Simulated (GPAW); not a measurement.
Worked example: self-consistent single point of TaN (Fm-3m, 2 atoms in the cell) in GPAW.

Level of theory: PBEsol, GPAW PAW datasets PBEsol (made by gpaw-setup) (plane waves; GPAW).

```
CELL_PARAMETERS angstrom
      0.00000     2.17528     2.17528
      2.17528     0.00000     2.17528
      2.17528     2.17528     0.00000
ATOMIC_POSITIONS crystal
  Ta 0.50000 0.50000 0.50000
  N  0.00000 0.00000 0.00000
```

Reference input (self-consistent single point, DFT PBE, plane waves, GPAW PAW datasets PBE (gpaw-data 1.0.1)): mode = pw; ecut = 950 eV; xc = PBE; kpts = 13 13 13; mesh shift (steps) = 0 0 0; occupations.name = methfessel-paxton; occupations.width = 0.2 eV; occupations.order = 0; nbands = -6; convergence.forces = 0.001 eV/Å; symmetry.symmorphic = false; symmetry.tolerance = 0.0005. This run's input differs from it in these lines:

```diff
@@ -13,3 +13,3 @@
 calc = GPAW(mode={'name': 'pw', 'ecut': 950},
-            xc='PBE',
+            xc='PBEsol',
             kpts=(13, 13, 13),
```

Its files differ too (potentials: GPAW PAW datasets PBEsol (made by gpaw-setup)).

Output (repeated stretches shortened):

```
     iter     time        total  log10-change:
                         energy   eigst   dens  force
iter:   1 --:--:--   -22.923955
iter:   2 --:--:--   -22.490880   -0.93  -1.02
iter:   3 --:--:--   -21.394460   -1.19  -1.09
iter:   4 --:--:--   -21.356351   -1.84  -1.48
iter:   5 --:--:--   -21.380359   -2.07  -1.62
iter:   6 --:--:--   -21.374636   -2.66  -2.11
iter:   7 --:--:--   -21.371917c  -3.50  -2.43
iter:   8 --:--:--   -21.369312c  -3.44  -2.58
iter:   9 --:--:--   -21.369306c  -4.68  -3.36
iter:  10 --:--:--   -21.369283c  -5.70  -3.39
iter:  11 --:--:--   -21.369283c  -6.89  -4.06c
iter:  12 --:--:--   -21.369283c  -6.96  -4.40c
iter:  13 --:--:--   -21.369283c  -8.52c -4.68c
iter:  14 --:--:--   -21.369283c  -9.87c -4.73c -28.80c
Converged after 14 iterations.

Dipole moment: (-0.000000, -0.000000, -0.000000) |e|*Ang

Energy contributions relative to reference atoms: (reference = -425522.110399)

Kinetic:        +21.429887
Potential:      -20.967867
External:        +0.000000
XC:             -21.763748
Entropy (-ST):   -0.011880
Local:           -0.061615
SIC:             +0.000000
--------------------------
Free energy:    -21.375223
Extrapolated:   -21.369283

Showing only first 2 kpts
 Kpt  Band  Eigenvalues  Occupancy
  0     7     12.05170    2.00000
  0     8     13.73913    2.00000
  0     9     13.73913    2.00000
  0    10     13.73913    2.00000

  1     7     11.66953    2.00000
  1     8     13.43524    2.00000
  1     9     14.43865    2.00000
  1    10     14.43865    2.00000

Fermi level: 15.96778

No gap
No difference between direct/indirect transitions
Energy (eV): -21.369283

Forces in eV/Ang:
  0 Ta    0.00000    0.00000    0.00000
  1 N     0.00000   -0.00000   -0.00000

Stress tensor:
    -0.041370    -0.000000    -0.000000
    -0.000000    -0.041370    -0.000000
    -0.000000    -0.000000    -0.041370
Stress (GPa, Voigt): [-6.6282 -6.6282 -6.6282 -0.     -0.     -0.    ]
```

The run converged in 14 iterations. GPAW prints stress with tension positive. 

At such cutoffs GPAW's stress carries a finite-basis (Pulay) error, which enters relaxed cells too; its log prints stress with tension positive.

The starting cell comes from a database of computed structures (which also holds hypothetical and non-ambient phases and stackings), without a prior relaxation at this level. Its lattice was rescaled by a random factor within 2.5 % of one. Spin polarisation is off.

Cost on one core of a shared machine: roughly 60 s.
